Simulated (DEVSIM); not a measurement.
Device: Schottky contact on n-type GaAs, at 300 K.

Layer 1 from the left is GaAs, thickness (μm) 6.50, Nd (cm⁻³) 1.2e15, τn (s) 5.1e-9, τp (s) 5.1e-9.

Left contact: Schottky, work function 4.8 eV, emission velocity 1.9e6 cm/s. Right contact: ohmic. Voltage is applied to the left contact. Recombination: SRH at mid-gap, radiative. Mobility is μmin + (μ − μmin)/(1 + (N/Nref)^α).

The device is made up for the run: typed textbook-type constants, with dimensions and the other settings drawn at random. Values at 300 K.

GaAs: gap (eV) 1.424, affinity (eV) 4.07, permittivity 12.9, Nc (cm⁻³) 4.7e17, Nv (cm⁻³) 9e18, μn (cm²/Vs) 8500, μp (cm²/Vs) 400, μn,min 500, μp,min 20, Nref,n 6e16, Nref,p 1.5e17, αn 0.39, αp 0.38, B (cm³/s) 2e-10.

Q: Estimate by hand the built-in potential, the peak field at zero bias, the capacitance at -6 V, and compare with a numerical solution.

A: 
- Built-in potential: barrier φB = 0.730 eV; Vbi = φB − kT/q ln(N_band/N) = 0.576 V; numerical 0.576 V.
- Peak field at zero bias: depletion approximation: W = √(2εVbi/(qN)) = 0.827 μm with N = 1.20e15 cm⁻³; field = 2Vbi/W = 13900 V/cm; numerical 13600 V/cm (estimate above by 2.4 %).
- Capacitance at -6 V: C = √(qεN / 2(Vbi + |V|)) = 4.09 nF/cm²; numerical 4.09 nF/cm².

DEVSIM, 1D drift-diffusion, Boltzmann statistics, complete ionisation; no tunnelling, impact ionisation, image-force lowering or self-heating. Metal contacts follow the ideal Schottky-Mott rule: no Fermi-level pinning, no interface dipoles.
